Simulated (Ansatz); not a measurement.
**Habitual settings against a tight run: SiNi₃ (R-3m, 4 atoms in the cell)**

Self-consistent single point.

```xyz
4
Lattice="1.2676 0.7318 7.5126 -1.2676 0.7318 7.5126 0.0000 -1.4637 7.5126" Properties=species:S:1:pos:R:3 pbc="T T T"
Si     0.0000     0.0000     0.0000
Ni     0.0000     0.0000    16.7966
Ni     0.0000     0.0000     5.7411
Ni     0.0000     0.0000    11.2689
```

Method of the run: r2SCAN, PAW files made with PBE (plane waves; Ansatz, a first-principles code).

Base settings: basis.ecutwfc = 36.7 Ry; kpoints.mp_grid.grid = 13 13 13; hamiltonian.xc = r2scan; hamiltonian.pseudopotentials = {kind: paw} (the program's default PAW files); scf.occupations.method = gaussian; scf.occupations.width = 0.01 Ry.

Tight run (finer mesh or higher cutoff; not a proven limit): basis.ecutwfc: 36.7 Ry → 51.4 Ry; kpoints.mp_grid.grid: 13 13 13 → 18 18 18; scf.convergence.dr2_threshold: default (1e-07 eV) → 1e-09 eV. It gave Fermi level (on the code's own zero) 17.81 eV; pressure 7.01 GPa; largest force (vector length) 0.100 eV/Å.

Quick runs, as changes from the base:
- A: the base itself
- B: basis.ecutwfc: 36.7 Ry → 18.4 Ry; kpoints.mp_grid.grid: 13 13 13 → 8 8 8
- C: basis.ecutwfc: 36.7 Ry → 18.4 Ry; kpoints.mp_grid.grid: 13 13 13 → 2 2 2; kpoints.mp_grid.shift: default → 0.5 0.5 0.5; scf.convergence.dr2_threshold: default (1e-07 eV) → 0.001 eV
- D: basis.ecutwfc: 36.7 Ry → 29.4 Ry; kpoints.mp_grid.grid: 13 13 13 → 2 2 2; scf.occupations.method: gaussian → methfessel_paxton; scf.occupations.width: 0.01 Ry → 0.0367 Ry; kpoints.mp_grid.shift: default → 0.5 0.5 0.5
- E: basis.ecutwfc: 36.7 Ry → 22 Ry; kpoints.mp_grid.grid: 13 13 13 → 1 1 1; scf.occupations.width: 0.01 Ry → 0.0147 Ry; scf.convergence.dr2_threshold: default (1e-07 eV) → 0.0001 eV
- F: basis.ecutwfc: 36.7 Ry → 22 Ry; kpoints.mp_grid.grid: 13 13 13 → 3 3 3

Energies are extrapolated to zero smearing width, which holds to low order in the width alone.

The count of work is k-points × plane waves × bands × iterations; it is no time. 

Pressures in the table are Ansatz's without its Pulay estimate, at a fixed set of plane waves; the tight run's value above holds the estimate.

The starting cell comes from a database of computed structures (which also holds hypothetical and non-ambient phases and stackings), without a prior relaxation at this level. Its lattice was rescaled by a random factor within 2.5 % of one. Spin polarisation is off. In the base run, with a pressure of about 7 GPa the cell is away from its equilibrium volume at this level. The cutoff lies below the one recommended for these files.

| run | energy less tight (meV/atom) | pressure less tight (GPa) | largest miss in a force vector (eV/Å) | count of work / tight |
|---|---|---|---|---|
| A | 1.6 | -0.10 | 0.003 | 0.19 |
| B | 2050.4 | -197.18 | 0.252 | 0.019 |
| C | 2392.8 | -174.83 | 0.978 | 0.00086 |
| D | 439.2 | 13.43 | 1.058 | 0.0013 |
| E | -3041.0 | -49.89 | 1.939 | 0.00061 |
| F | 257.3 | -32.25 | 0.463 | 0.0030 |

Among the runs at the tight run's level, the energy misses run from 1.6 to 3041.0 meV/atom.

Keys are those of Ansatz 0.2.
